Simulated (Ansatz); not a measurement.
A self-consistent single point of the (001) slab of Na3BrO (cut from a parent of space group no. 221; 10 atoms in the cell) with Ansatz (a program for electronic structure).

Level of theory: PBEsol, default PAW files made with PBE (plane waves; Ansatz).

```yaml
crystal:
  lattice:
    - [4.51046, 0.00000, 0.00000]
    - [0.00000, 4.51046, 0.00000]
    - [0.00000, 0.00000, 20.76571]
  atoms:
    - { symbol: Na, position: [0.00000, 0.50000, 0.33709] }
    - { symbol: Na, position: [0.50000, 0.00000, 0.33709] }
    - { symbol: Na, position: [0.50000, 0.50000, 0.44570] }
    - { symbol: Br, position: [0.00000, 0.00000, 0.44570] }
    - { symbol: O, position: [0.50000, 0.50000, 0.33709] }
    - { symbol: Na, position: [0.00000, 0.50000, 0.55430] }
    - { symbol: Na, position: [0.50000, 0.00000, 0.55430] }
    - { symbol: Na, position: [0.50000, 0.50000, 0.66291] }
    - { symbol: Br, position: [0.00000, 0.00000, 0.66291] }
    - { symbol: O, position: [0.50000, 0.50000, 0.55430] }
```

Reference input (self-consistent single point, DFT, PBEsol, plane waves, default PAW files made with PBE): basis.ecutwfc = 30.9 Ry; kpoints.mp_grid.grid = 5 5 1; hamiltonian.xc = pbesol; hamiltonian.pseudopotentials = {kind: paw} (the program's default PAW files); scf.occupations.method = fermi_dirac; scf.occupations.width = 0.0015 Ry. This run's input differs from it in these lines:

Ansatz 0.2 input:
```diff
@@ -19,3 +19,3 @@
 kpoints:
-  mp_grid: { grid: [5, 5, 1] }
+  mp_grid: { grid: [3, 3, 1] }
 hamiltonian:
```

Output, abridged:

```
SCF iter   1: F=—  HF=-15457.666275 eV  |F-HF|=—  |Δ(HF+E_count)|=         —  Δρ=3.70e-3  dr2=4.64e-2  ethr=1.77e-3  ⟨swp⟩=8.3  Hψ=682  notcnv=0
all-band conjugate gradients solve this SCF's bands
preconditioner: auto → Resta (q_TF=auto, 2.067 Å⁻¹)
SCF iter   2: F=—  HF=-15457.656405 eV  |F-HF|=—  |Δ(HF+E_count)|=   9.87e-3  Δρ=1.71e-3  dr2=1.50e-2  ethr=5.81e-5  ⟨swp⟩=3.0  Hψ=249  notcnv=0  defer=7
   [... lines left out ...]
SCF iter   5: F=—  HF=-15457.654507 eV  |F-HF|=—  |Δ(HF+E_count)|=   2.64e-4  Δρ=1.58e-4  dr2=9.96e-5  ethr=4.97e-7  ⟨swp⟩=3.3  Hψ=225  notcnv=0  defer=7
SCF iter   6: F=—  HF=-15457.653602 eV  |F-HF|=—  |Δ(HF+E_count)|=   9.05e-4  Δρ=3.26e-5  dr2=4.46e-6  ethr=1.25e-7  ⟨swp⟩=2.0  Hψ=220  notcnv=0  defer=7
SCF iter   7: F=—  HF=-15457.653605 eV  |F-HF|=—  |Δ(HF+E_count)|=   3.29e-6  Δρ=9.45e-6  dr2=3.79e-7  ethr=5.57e-9  ⟨swp⟩=2.0  Hψ=176  notcnv=0  defer=7
SCF iter   8: F=-15457.653606 eV  HF=-15457.653606 eV  |F-HF|=4.19e-8  |Δ(HF+E_count)|=   7.39e-7  Δρ=1.95e-6  dr2=2.22e-8  ethr=1.25e-10  ⟨swp⟩=14.7  Hψ=672  notcnv=0
SCF 1 converged in 8 iterations: F = -15457.653606 eV  dr2 = 2.22e-8
Free energy (F): -15457.653606 eV
Internal energy: -15457.653606 eV  (E = F + TS)
E sigma→0 (E₀):  -15457.653606 eV
Fermi energy:    0.329510 eV
--- Forces (eV/Å), atoms counted from 1 ---
  atom   1  Na     0.00000000     0.00000000    -0.12858604
  atom   2  Na     0.00000000     0.00000000    -0.12858604
  atom   3  Na     0.00000000     0.00000000     0.00847061
  atom   4  Br    -0.00000000     0.00000000    -0.05824982
  atom   5  O      0.00000000     0.00000000     0.19734473
  atom   6  Na    -0.00000000     0.00000000     0.03522874
  atom   7  Na     0.00000000     0.00000000     0.03522874
  atom   8  Na    -0.00000000     0.00000000    -0.12228501
  atom   9  Br    -0.00000000     0.00000000     0.04523567
  atom  10  O     -0.00000000     0.00000000     0.11622383
--- Stress (GPa, compression-positive) ---
       -0.318067       0.000000      -0.000000
        0.000000      -0.318067       0.000000
       -0.000000       0.000000       0.078356
  P = ⅓ Tr σ = -0.1859 GPa (-1.859 kbar)
  The stress holds the Pulay correction. Without it, at fixed plane waves, as pw.x and ABINIT print it: P = -0.2481 GPa
```

The run converged in 8 iterations. Against the reference run the free energy goes up by 1.3 meV/atom, the largest force moves little (0.198 to 0.197 eV/Å) and the gap on the mesh goes from 1.830 to 1.841 eV.

The starting cell comes from a database of computed structures (which also holds hypothetical and non-ambient phases and stackings), without a prior relaxation at this level. The slab is cut from that crystal, and its faces are unrelaxed. Its lattice was rescaled by up to half a per cent. Spin polarisation is off, though cut faces can carry moments; a gap of a slab can lie between surface states. The two faces of this cut differ, and no dipole correction was used.
